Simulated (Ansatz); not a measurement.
Gap of a bare wurtzite InP nanowire along [0001], 12 atoms a period at several levels, all on one geometry.

Levels: PBE (plane waves to 420 eV, PAW; Ansatz, an electronic-structure program); Ansatz with PBE with spin-orbit coupling; r2SCAN (plane waves to 500 eV, PAW; Ansatz); Ansatz with HSE06. Unmarked values and the geometry are of the first. Mesh 1×1×6. No spin polarisation, so a magnetic state wasn't tested. One-dimensional cell, images about 11 Å apart. An idealised model, cut from the bulk lattice. Only distortions within the start's symmetry and period were free. Values not marked SOC lack spin–orbit coupling. HSE06 ran on a 1×1×3 mesh and at PBE's edge points.

```json
[
 {"level": "PBE", "gap (eV)": "0.97"},
 {"level": "PBE+SOC", "gap (eV)": "0.97"},
 {"level": "r2SCAN", "gap (eV)": "1.21"},
 {"level": "HSE06", "gap (eV)": "___"}
]
```

**Question.** Complete the blanks.

**Answer.** 
- HSE06, gap (eV): 1.61
